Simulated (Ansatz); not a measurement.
Results of r²SCAN (PAW; Ansatz, a quantum-chemistry and plane-wave program) for In (model structure, Fd-3m, No. 227, 2 atoms in the cell).

Settings: plane-wave cutoff 560 eV, 14×14×14 k mesh, Fermi–Dirac smearing 0.05 eV, scalar-relativistic PAW data made under PBE.

Cell (relaxed at this level):

```
CELL_PARAMETERS angstrom
      0.00000     3.30824     3.30824
      3.30824     0.00000     3.30824
      3.30824     3.30824     0.00000
ATOMIC_POSITIONS crystal
  In 0.00000 0.00000 0.00000
  In 0.25000 0.25000 0.25000
```

Task: Give the computed bulk modulus.

Result: 
bulk modulus: 28.2 GPa

The run finds no gap.

Note: the bulk modulus is −V dP/dV from two relaxed cells at ±2 % in volume; the relaxation could raise the start's symmetry but not lower it, so the cell can be a saddle point.

Spin–orbit coupling is not included.

Static lattice: no zero-point or thermal effects.

The result took very roughly 60 core-seconds.

A model structure was made by putting elements into a prototype or built by hand; it is no filed structure, need not be a known phase, and can be a saddle point held by its symmetry.
